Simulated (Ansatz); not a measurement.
A relaxation of cell and atoms of TaTi (Cmmm, 2 atoms in the cell) with Ansatz (an electronic-structure program).

Method of the run: LDA (PW92), default PAW files made with PBE (plane waves; Ansatz).

The change in words: atoms on their sites; basis.ecutwfc: 30.9 Ry → 18.4 Ry; relax: default → cell and atoms. Reference geometry:
```
TaTi
1.0
    1.62471    -2.28601     0.00000
    1.62471     2.28601     0.00000
    0.00000     0.00000     4.66071
Ti Ta
1 1
Direct
  0.50000   0.50000   0.51073
  0.00000   0.00000   0.00000
```

Reference input (self-consistent single point, DFT, LDA (PW92), plane waves, default PAW files made with PBE): basis.ecutwfc = 30.9 Ry; kpoints.mp_grid.grid = 12 12 7; hamiltonian.xc = lda; hamiltonian.pseudopotentials = {kind: paw} (the program's default PAW files); scf.occupations.method = fermi_dirac; scf.occupations.width = 0.0073 Ry. This run's input differs from it in these lines:

Ansatz 0.2 input:
```diff
@@ -7,6 +7,6 @@
   atoms:
-    - { symbol: Ti, position: [0.50000000, 0.50000000, 0.51072800] }
+    - { symbol: Ti, position: [0.50000000, 0.50000000, 0.50000000] }
     - { symbol: Ta, position: [0.00000000, 0.00000000, 0.00000000] }
 basis:
-  ecutwfc: 30.9 Ry
+  ecutwfc: 18.4 Ry
 kpoints:
@@ -22,2 +22,4 @@
     width: 0.0073 Ry
+relax:
+  cell: {}
 output:
```

The program printed (abridged):

```
   [... SCF lines of the steps left out ...]
relax step   1: F+E_penalty+E_count = -12131.66857991 eV  Δ(F+E_penalty+E_count) = +0.000e0 eV  max|allowed force component| = 0.000e0 eV/Å  Δτ_max = 0.0000 Å  P = -7.246 GPa  Ω = 34.621 Å³  (8 SCF iters, dr2 threshold 1.00e-7 eV, accepted)
relax step   2: F+E_penalty+E_count = -12132.25644484 eV  Δ(F+E_penalty+E_count) = -5.879e-1 eV  max|allowed force component| = 9.861e-32 eV/Å  Δτ_max = 0.0000 Å  P = +35.441 GPa  Ω = 30.402 Å³  energy of the carried Pulay correction = +9.347e-1 eV  [...]
   [... lines left out ...]
relax step  25: F+E_penalty+E_count = -12131.70298655 eV  Δ(F+E_penalty+E_count) = -1.692e-4 eV  max|allowed force component| = 3.944e-31 eV/Å  Δτ_max = 0.0000 Å  P = +0.002 GPa  Ω = 33.040 Å³  energy of the carried Pulay correction = +1.667e-4 eV  [...]
relax step  26: F+E_penalty+E_count = -12131.70384376 eV  Δ(F+E_penalty+E_count) = -8.572e-4 eV  max|allowed force component| = 2.485e-29 eV/Å  Δτ_max = 0.0000 Å  P = -0.001 GPa  Ω = 33.040 Å³  stress off target by 4.95e-2 GPa  SCF on the basis [...]
basis re-selected at this cell: Δ(F+E_penalty+E_count) = -8.572e-4 eV, ΔP = -0.003 GPa vs the last step
the relaxation is at rest under the 8 symmetry operations that the run kept from its start: a minimum is not shown …
Free energy (F): -12131.703844 eV
Internal energy: -12131.596873 eV  (E = F + TS)
E sigma→0 (E₀):  -12131.650359 eV
Entropy (-TS):   -0.106970 eV (-53.485 meV/atom)
Fermi energy:    16.895420 eV
--- Forces (eV/Å), atoms counted from 1 ---
  atom   1  Ti    -0.00000000     0.00000000     0.00000000
   [... lines left out ...]
to start a new deck from the relaxed geometry:
  cell:  # Å, volume = 33.0400 Å³
    - [1.6044589908272613, -2.262998789308817, 0.0]
    - [1.6044589908272613, 2.262998789308817, 0.0]
    - [0.0, 0.0, 4.549856971705677]
  atoms:
    - { symbol: Ti, position: [0.49999999999999994, 0.49999999999999994, 0.49999999999999994] }
    - { symbol: Ta, position: [0.0, 0.0, 0.0] }
```

The run converged.  The full log also holds: “iter 3 did not close the SCF: its close was put off for the readings that it lacked (scf_convergence_deferred on its scf_iter line)”. The full log also holds: “iter 4 did not close the SCF: its close was put off for the readings that it lacked (scf_convergence_deferred on its scf_iter line)”.

Summary of the result:
Free energy E − TS (on the zero of these files): -12131.7038 eV
Fermi level (on the code's own zero): 16.90 eV
Pressure: 0.00 GPa
Final cell: a = b = 2.774 Å, c = 4.550 Å, α = β = 90.00°, γ = 109.33°
Final volume per atom: 16.52 Å³
Relaxation steps: 26

The starting cell comes from a database of computed structures (which also holds hypothetical and non-ambient phases and stackings), without a prior relaxation at this level. Its lattice was rescaled by up to half a per cent. Spin polarisation is off. The relaxation keeps the symmetry of its start, so its end need not be a minimum. Ansatz's pressure includes its estimate of the finite-basis (Pulay) stress. Without the estimate this run gives -35.14 GPa. The cutoff lies below the one recommended for these files.

Cost on one core of a shared machine: roughly 2 min.
